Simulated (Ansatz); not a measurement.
LiPt (P-6m2), PBEsol, DFPT electron-phonon coupling, linearised Boltzmann equation (Ansatz, a program for electronic structure): phonon-limited resistivity 11.2 μΩ·cm at 300 K along z (a = (2.72, 0.00, 0.00) Å; b = (-1.36, 2.36, 0.00) Å; c = (0.00, 0.00, 4.19) Å), current-weighted mean free path 28 nm, Drude plasma energy 3.46 eV.

Task: What Drude relaxation time do resistivity and plasma energy imply?

Result: ω_p = 5.26e15 s⁻¹, so τ = 1/(ε₀ ω_p² ρ) = 36.5 fs, a damping ħ/τ of 18.0 meV.

Task: What is the classical skin depth at 10 GHz (nonmagnetic, μ₀ = 1.257×10⁻⁶ H/m)?

Result: δ = √(ρ/(π f μ₀)) = 1680 nm.

A metal at this level (no band gap). Only scattering by harmonic phonons is included (no impurities, grain boundaries, electron-electron scattering or thermal expansion). Spin-orbit coupling is left out, which matters with elements this heavy. Halving the electron mesh (36x36x20) moves the resistivity by up to 9 % at 300 K, the mean free path by up to 4 %. Smearing 0.20 eV; phonons on a 6x6x3 q mesh, which this run doesn't test.

Formula and space group known from diffraction (Crystallography Open Database), not checked to be the room-temperature form: LiPt (P-6m2).
